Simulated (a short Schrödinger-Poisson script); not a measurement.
Stack: MOS inversion layer, SiO2 on p-type Si(100), at 300 K.

From the gate side: 1.3 nm SiO2; 1000 nm Si, acceptors 1.7e17 cm⁻³.

Constants are typed, rounded textbook-type inputs, not results; the design itself was drawn at random and stands for no fabricated device. SiO2: permittivity 3.9, conduction-band edge (eV) 3.15, gap (eV) 9, electron mass (mₑ) 0.5. Si: permittivity 11.7, conduction-band edge (eV) 0, gap (eV) 1.124, Nv at 300 K (cm⁻³) 3.1e19.

Channel valleys (confinement mass, in-plane density-of-states mass, number): Δ2 0.916, 0.19, 2; Δ4 0.19, 0.417, 4. At the gate the conduction-band edge of layer 1 lies 3.45 eV − eVg above the Fermi level of the channel; the field vanishes at the back. Gaps are held at their typed values at every temperature. Mesh 0.03 nm at interfaces.

From a short Schrödinger-Poisson script (our own, NumPy): 1D Poisson equation in equilibrium, electrons quantum, Hartree (BenDaniel-Duke, 12 states a valley, the channel's in-plane mass for all, wave functions ending at the dielectric), parabolic valleys, classical holes, full ionisation, no traps, pinning or gate leakage.

```csv
Vg (V),electrons (cm⁻²),C (μF/cm²),Δ2 E0 (meV from the Fermi level),Δ4 E0 (meV from the Fermi level)
0.25,5.16e9,0.151,192.9,234.1
0.3,2.84e10,0.260,148.2,190.4
0.35,1.25e11,0.595,109.0,152.7
0.4,3.57e11,1.02,80.4,126.3
0.45,7.12e11,1.31,60.7,109.5
0.5,1.14e12,1.49,46.5,98.4
0.55,1.62e12,1.61,35.5,90.5
0.6,2.13e12,1.69,26.4,84.5
0.65,2.67e12,1.75,18.6,79.7
0.7,3.22e12,1.80,11.7,75.8
0.75,3.79e12,1.84,5.5,72.5
0.8,4.37e12,1.87,-0.1,69.6
0.85,4.95e12,1.90,-5.4,67.1
0.9,5.55e12,1.92,-10.3,64.8
0.95,6.15e12,1.94,-15.0,62.7
1,6.76e12,1.96,-19.5,60.8
```

Gate voltages with under 1e9 electrons/cm² are left out.

At Vg = 1 V the lowest Δ2 subband lies at -19.5 meV from the Fermi level. How many electrons does it hold, and what share of all?

The two-dimensional density of states is g m/(πħ²) = 1.59e11 cm⁻² meV⁻¹ (both spins), kT = 25.9 meV, so n = D kT ln(1 + exp(−E/kT)) = 4.68e12 cm⁻², 0.69 of the 6.76e12 cm⁻² in all.

Compare the slope of the sheet density between 0.9 and 1 V with the geometric capacitance of the layers between gate and channel.

q Δn/ΔV = 1.94 μF/cm²; ε0/Σ(t/ε) = 2.66 μF/cm². The ratio is 0.73: the channel acts as a further capacitance in series.
